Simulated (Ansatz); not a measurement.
Candidates (primitive cells; geometry: relaxed with this functional, without spin-orbit coupling):
A. InTe (Fm-3m), a = b = c = 4.358 Å, α = β = γ = 60.00°
B. Os (P6_3/mmc), a = b = 2.7297 Å, c = 4.3061 Å, α = β = 90.00°, γ = 120.00°
C. ScGe (Cmcm), a = b = 5.382 Å, c = 3.738 Å, α = β = 90.00°, γ = 136.69°
D. YPb$_{3}$ (Pm-3m), a = 4.805 Å, b = 4.805 Å, c = 4.805 Å, α = 90.00°, β = 90.00°, γ = 90.00°

### Question
Order them by electron-phonon coupling λ (highest first) at the level PBEsol, DFPT electron-phonon coupling, linearised Boltzmann equation (Ansatz, a quantum-chemistry and plane-wave program).

### Answer
D (0.96), A (0.63), B (0.41), C (0.24)

Metals; harmonic phonons. Halving the electron mesh moves these values by up to 6 %; q meshes are mostly untested. Spin-orbit coupling is left out.

Formula and space group known from diffraction (Crystallography Open Database), not checked to be the room-temperature form: InTe (Fm-3m), YPb3 (Pm-3m). The missing spin-orbit coupling matters most for Os (P6_3/mmc), YPb3 (Pm-3m).
